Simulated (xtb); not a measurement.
xtb 6.7.1, GFN2-xTB: Fc1cc(F)c(F)c(-c2cccc(-c3ccccc3)c2)c1F, 32 atoms. The geometry is a generated start, not checked to be a minimum at this level.

```
Item                                                                                                           Result
------------------------  -------------------------------------------------------------------------------------------
method                                                                                                       GFN2-xTB
--acc                                                                                                     1 (default)
--etemp (K)                                                                                             300 (default)
detailed input (--input)  none: ANC optimiser, Lindh (1995) Hessian, microcycle=20, maxdispl=1.0, hlow=0.01 (default)
basis functions                                                                                                    98
valence electrons                                                                                                 110
```

The structure is relaxed from this start with --opt LEVEL for the levels crude, sloppy, loose, lax, normal, tight, vtight, extreme, once each. Up to the end of the extreme run atoms move by at most 0.39 Å along an axis.

Problem. What is the loosest level that ends within 1 meV of the extreme run, and how many cycles does it take?

Solution. lax: 14 cycles against 39, ending 0.62 meV above.

```tsv
level	cycles	energy above the extreme run (meV)	gradient norm (eV/Å)
crude	4	13	0.13
sloppy	4	13	0.13
loose	6	9.6	0.11
lax	14	0.62	0.038
normal	17	0.14	0.029
tight	19	0.057	0.011
vtight	27	under 0.01	0.0016
extreme	39	—	0.0017
```
